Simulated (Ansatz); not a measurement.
Base system: GaN in the zinc blende structure (space group F-43m, No. 216; a = 4.5488 Å).

(Cell as relaxed with PBE.)

Levels (all Ansatz, an electronic-structure program, PAW, earlier PAW set): PBE (420 eV, spin-orbit coupling left out); r2SCAN (500 eV, without spin-orbit coupling).

Each level relaxes its own structure.

| base | PBE | r2SCAN |
|---|---|---|
| volume per atom | 11.77 Å³ | 11.38 Å³ |
| lattice parameter a | 4.549 Å | 4.498 Å |
| band gap | 1.54 eV | 2.17 eV |

The change: Sb takes the place of N on all its sites; the structure is relaxed again.

```json
[
 {"quantity": "band gap", "PBE": "zero", "r2SCAN": "___"},
 {"quantity": "shortest interatomic distance", "PBE": "2.691 Å", "r2SCAN": "___"}
]
```

Task: Predict the r2SCAN column.

Result: 
- band gap, r2SCAN: 0.41 eV
- shortest interatomic distance, r2SCAN: 2.656 Å

They disagree on the band gap; PBE's shortest interatomic distance lies 0.035 Å above r2SCAN's (1.3 %). Neither level is exact; r2SCAN is the comparison here, not a measurement.

With Sb present, leaving out spin-orbit coupling can change the band edges. No phonon test of stability was made. All final runs are without spin polarisation. This is not the structure that GaN has at room temperature and ambient pressure. A zero or small gap of GaSb can be the functional's error rather than a property of the material.
